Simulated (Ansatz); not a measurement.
Results of r²SCAN (PAW; Ansatz, a first-principles code) for C (R-3m, No. 166, 2 atoms in the cell; start mp-169; another form than the element's usual one).

Input file:

Ansatz 0.2 input:
```yaml
crystal:
  lattice:
    - [2.1407881946, -1.2360050745, -0.0121040176]
    - [2.1407881946, 1.2360050745, -0.0121040176]
    - [-1.407730389, 0.0, 3.5728589792]
  atoms:
    - { symbol: C, position: [0.8333357709, 0.8333357709, 0.0000071255] }
    - { symbol: C, position: [0.1666642291, 0.1666642291, 0.9999928745] }
basis:
  ecutwfc: 560
  ecutrho_ratio: 4
  xc_grid: 3
kpoints:
  mp_grid: { grid: [16, 16, 10] }
hamiltonian:
  xc: r2scan
  dispersion: none
  pseudopotentials: { kind: paw }
scf:
  occupations: { method: fermi_dirac, width: 0.01 }
output:
  forces: true
  stress: true
  eigenvalues: true
relax:
  f_tol: 0.004
  escape_saddle: false
  max_steps: 80
  cell: { stress_tol: 0.02, fix: [volume] }
```

Excerpt of the program's output:

```
Relaxation: its limit of steps is 80 (relax.max_steps)
Crystal: 2 atoms, lattice volume = 18.866 Å³
Basis set: ecut = 560 eV, 571 PW (Γ), exchange–correlation on 60×60×90 points (27 copies of the dense FFT grid, shifted against one another)
Bands: 8, of which v1, the nominal top of the filled ones, is band 4 counted from 1 (3 counted from 0)
Symmetry: 4 space group operations
Space group: C2/m (ITA 12), of the structure as read, at distance tolerance 2.7e-5 Å
k-points: 690 of 2560
Functional: x = r2scan, c = r2scan; τ floored in thin density (d = 2e-4 eV/Å³)
SCF iter   1: F=—  HF=-503.295279 eV  |F-HF|=—  |Δ(HF+E_count)|=         —  Δρ=7.55e-3  dr2=2.98e-3  dr2_τ=3.90e-1
SCF iter   2: F=—  HF=-503.332882 eV  |F-HF|=—  |Δ(HF+E_count)|=   3.76e-2  Δρ=4.85e-3  dr2=1.26e-3  dr2_τ=6.87e-5
  ...
SCF 1 converged in 6 iterations: F = -503.332952 eV  dr2 = 6.24e-8
Crystal: 2 atoms, lattice volume = 18.866 Å³
Basis set: ecut = 560 eV, 565 PW (Γ), exchange–correlation on 60×60×90 points (27 copies of the dense FFT grid, shifted against one another)
Initial density: handed on by an earlier stage of this run
SCF 2 converged in 4 iterations: F = -503.338022 eV  dr2 = 6.48e-9
Crystal: 2 atoms, lattice volume = 18.866 Å³
Basis set: ecut = 560 eV, 553 PW (Γ), exchange–correlation on 60×60×90 points (27 copies of the dense FFT grid, shifted against one another)
SCF 3 converged in 4 iterations: F = -503.338675 eV  dr2 = 1.61e-9
Crystal: 2 atoms, lattice volume = 18.866 Å³
SCF iter   3: F=—  HF=-503.338626 eV  |F-HF|=—  |Δ(HF+E_count)|=   4.70e-8  Δρ=7.52e-7  dr2=1.61e-11  dr2_τ=1.10e-11
SCF iter   4: F=-503.338626 eV  HF=-503.338626 eV  |F-HF|=2.39e-12  |Δ(HF+E_count)|=  6.09e-11  Δρ=1.88e-7  dr2=1.41e-12  dr2_τ=1.99e-13
SCF 4 converged in 4 iterations: F = -503.338626 eV  dr2 = 1.41e-12
SCF converged after 4 iterations
Free energy (F): -503.338626 eV
Internal energy: -503.338626 eV  (E = F + TS)
E sigma→0 (E₀):  -503.338626 eV
Fermi energy:    6.281965 eV
--- Forces (eV/Å), atoms counted from 1 ---
  atom   1  C     -0.00000005    -0.00000000     0.00034986
  atom   2  C      0.00000005     0.00000000    -0.00034986
--- Stress (GPa, compression-positive) ---
       -0.345963      -0.000000       0.000299
       -0.000000      -0.345930      -0.000000
        0.000299      -0.000000      -0.348462
  P = ⅓ Tr σ = -0.3468 GPa (-3.468 kbar)
```

The cell is one volume of an energy–volume scan, off the minimum.

The PAW data were made under PBE.

Note: the cell comes from a level without a dispersion term, which matters for the spacing of layers, chains or molecules. Note: the relaxation could not lower the start's symmetry, so the cell can be a saddle point above a distorted one.

A start named mp-… is a Materials Project structure, which need not be a measured phase.
